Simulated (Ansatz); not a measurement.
The parent structure is MoS$_{2}$ in the 2H-MoS2 type structure (space group P6_3/mmc, No. 194; layered, stacked along the Cartesian z axis).

```cif
data_Mo2S4
_chemical_formula_sum 'Mo2 S4'
_space_group_name_H-M_alt 'P 1'
_space_group_IT_number 1
_cell_length_a 3.10903
_cell_length_b 3.10903
_cell_length_c 11.70864
_cell_angle_alpha 90.000
_cell_angle_beta 90.000
_cell_angle_gamma 120.000
loop_
_space_group_symop_operation_xyz
  'x, y, z'
loop_
_atom_site_label
_atom_site_type_symbol
_atom_site_fract_x
_atom_site_fract_y
_atom_site_fract_z
_atom_site_occupancy
Mo1 Mo 0.33333 0.66667 0.25000 1
Mo2 Mo 0.66667 0.33333 0.75000 1
S1 S 0.33333 0.66667 0.61648 1
S2 S 0.66667 0.33333 0.11648 1
S3 S 0.66667 0.33333 0.38352 1
S4 S 0.33333 0.66667 0.88352 1
```

Levels (all Ansatz, a program for electronic structure, PAW, earlier PAW set): PBEsol-D3(BJ) (420 eV, no spin-orbit coupling); r2SCAN (500 eV, no spin-orbit coupling).

Its gap is 0.52 eV with PBEsol-D3(BJ) and 0.68 eV with r2SCAN.

Now apply this change: full substitution Mo → W, then cell and atoms are relaxed.

With PBEsol-D3(BJ) the gap becomes 0.66 eV.

Question: If the r2SCAN correction stayed the same, what would the r2SCAN gap be, and what does the r2SCAN run give?

Answer: A rigid correction of +0.16 eV gives 0.82 eV. The r2SCAN run gives 0.81 eV, so the two effects roughly add.

Single points use the geometry relaxed with PBEsol-D3(BJ). With W present, leaving out spin-orbit coupling can change the band edges. Whether these cells are dynamically stable was not tested.
